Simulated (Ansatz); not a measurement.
Base system: SiO2 in the rutile structure (space group P4_2/mnm, No. 136).

```yaml
crystal:
  lattice:
    - [4.23608, 0.00000, 0.00000]
    - [0.00000, 4.23608, 0.00000]
    - [0.00000, 0.00000, 2.69045]
  atoms:
    - { symbol: Si, position: [0.00000, 0.00000, 0.00000] }
    - { symbol: Si, position: [0.50000, 0.50000, 0.50000] }
    - { symbol: O, position: [0.30698, 0.30698, 0.00000] }
    - { symbol: O, position: [0.80698, 0.19302, 0.50000] }
    - { symbol: O, position: [0.19302, 0.80698, 0.50000] }
    - { symbol: O, position: [0.69302, 0.69302, 0.00000] }
```

Cartesian axes are those of the cell as printed.

The values are results of PBE, PAW, 420 eV (Ansatz, a program for electronic structure; no spin-orbit coupling), not measurements.

The change: compressive biaxial strain of 3.00 % in the plane normal to [001], as in epitaxy on a mismatched substrate; the out-of-plane cell vector and the atoms relax.

Question: How does this affect the out-of-plane strain?

Answer: The out-of-plane strain is +1.71 %.

Question: Predict the new in-plane stress.

Answer: The mean in-plane stress (compression positive) amounts to +16.9 GPa.

No phonon test of stability was made.
